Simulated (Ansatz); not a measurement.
Consider a periodic stack without vacuum, bcc V (0 0 1) on rock-salt PbS (0 0 1) (film strained to the substrate, started from cuts of the bulks and a machine-learned relaxation; slabs Pb6S6 and V16, which can lie off the formulas): substrate slab Pb6S6, film V16, surface cells [[1, 0], [1, 1]] and [[-1, 1], [-1, -1]], film strained by +0.2 and +0.2 %, outermost planes PbS/PbS and V/V as cut, which need not be the usual terminations and can put a slab off its formula. Its start:

```
CELL_PARAMETERS angstrom
      4.24864     0.00000     0.00764
      0.00000     4.24864    -0.00764
      1.82667     0.29767    30.39989
ATOMIC_POSITIONS crystal
  Pb 0.93893 0.98992 0.14231
  Pb 0.41507 0.56543 0.04019
  Pb 0.85977 0.97213 0.33620
  Pb 0.40117 0.48024 0.23719
  Pb 0.66531 0.06763 0.53411
  Pb 0.31523 0.46919 0.43116
  S  0.44445 0.49116 0.12876
  S  0.92363 0.06482 0.02206
  S  0.36007 0.47193 0.33601
  S  0.90224 0.98033 0.23488
  S  0.14976 0.57428 0.55193
  S  0.81360 0.96538 0.44204
  V  0.34239 0.82946 0.66417
  V  0.83847 0.32552 0.66417
  V  0.36142 0.33111 0.61497
  V  0.87795 0.81451 0.61512
  V  0.28673 0.83162 0.76258
  V  0.78715 0.33191 0.76260
  V  0.31278 0.33051 0.71347
  V  0.81258 0.83068 0.71343
  V  0.24065 0.82894 0.86084
  V  0.74038 0.32920 0.86082
  V  0.26285 0.33125 0.81178
  V  0.76276 0.83136 0.81177
  V  0.19239 0.82793 0.95928
  V  0.70645 0.31391 0.95924
  V  0.22137 0.32685 0.91017
  V  0.71805 0.82353 0.91017
```

The start was prepared with a machine-learned potential, and the result is one local minimum, with the in-plane cell held and forces under 0.04 eV/Å; the film can end far from its bulk form.

Method: PBE (plane waves to 420 eV, PAW; Ansatz, a program for electronic structure). No spin–orbit coupling; the runs are not spin-polarised. Its k-point mesh 7×7×1, Fermi–Dirac width 0.05 eV.

Q: Predict the relaxed interface.

A: 
| Property | Value |
|---|---|
| interface area | 18.1 Å² |
| period | 29.87 Å |
| heights between the nearest atoms of the two slabs at the two interfaces | 0.91 and 0.91 Å |
| Pb–V contacts across the interfaces within 1.22 times the sum of covalent radii | 10, mean 3.17 Å |
| S–V contacts across the interfaces within 1.22 times the sum of covalent radii | 10, mean 2.34 Å |
